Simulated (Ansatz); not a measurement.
## Effect of pressure 4.2 GPa on SrMg

The parent structure is SrMg in the CsCl type structure (space group Pm-3m, No. 221; a = 4.197 Å).

The change: cell and atoms relaxed at a pressure of 4.2 GPa.

All numbers come from DFT with r2SCAN, PAW potentials and a 500 eV plane-wave cutoff in Ansatz (a program for electronic structure), no spin-orbit coupling. Settings: 11×11×11 k-points, 0.05 eV Fermi–Dirac smearing.

```tsv
quantity	base	changed	shift
volume per atom	36.97 Å³	31.67 Å³	-5.30 Å³
density	2.51 g/cm³	2.93 g/cm³	+0.42 g/cm³
lattice parameter a	4.197 Å	3.986 Å	-0.211 Å
shortest interatomic distance	3.635 Å	3.452 Å	-0.183 Å
enthalpy H = E + PV relative to the base's energy	–	+0.89 eV/atom	–
band gap	zero	zero	–
```

Load acts through the strain it causes; cell and atoms are relaxed under it. No phonon test of stability was made.
